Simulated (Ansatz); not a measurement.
Adsorption energy and surface dipole of Cl on the 1x1 (101) surface of anatase TiO2 (cut with top plane O), one in a 2x1 cell, started at the site 'over Ti at depth 0.9 Å', worked from the runs' numbers; total energies count from the potentials' own zero.

Host crystal: anatase TiO2, with a band gap (PBE, scalar-relativistic without spin-orbit coupling).

Level of theory: PBE (plane waves to 420 eV, PAW; Ansatz, a first-principles code).

Model: 37-atom slab, 9.4 Å thick at the start under the adsorbate (thin: gaps and levels are the slab's own), 3x4x1 mesh, Fermi-Dirac 0.01 eV, dipole correction, 14 atoms held, the rest relaxed; no symmetry held; spin-polarised, ending with about 1.0 μB a cell; orders that need a larger cell were not tried, no spin-orbit, no U, no dispersion correction. At the end it is bonded to Ti. In PBE it is, or lies within 0.03 eV of, the lowest of the starts that converged.

| quantity | value |
|---|---|
| slab with the adsorbate | -44741.391 eV |
| clean slab, same cell and mesh | -43662.869 eV |
| reference, ½ Cl2(g) | -1079.444 eV |
| area of the cell | 39.58 Å² |
| change of the step from the bottom to the top vacuum level | 0.418 eV |

What is the adsorption energy against this reference?

E(slab + adsorbate) − E(slab) − E(reference) = 0.92 eV, so in this state the adsorbate is less stable than in the reference, at a coverage of 2.53 a nm².

What dipole does adsorption add to the slab along the outward normal (Helmholtz relation, ε₀ = 0.005526 e/(V·Å))?

p = −ε₀·A·ΔV = -0.092 e·Å = -0.44 D; its negative end points to the vacuum, which raises the vacuum level.
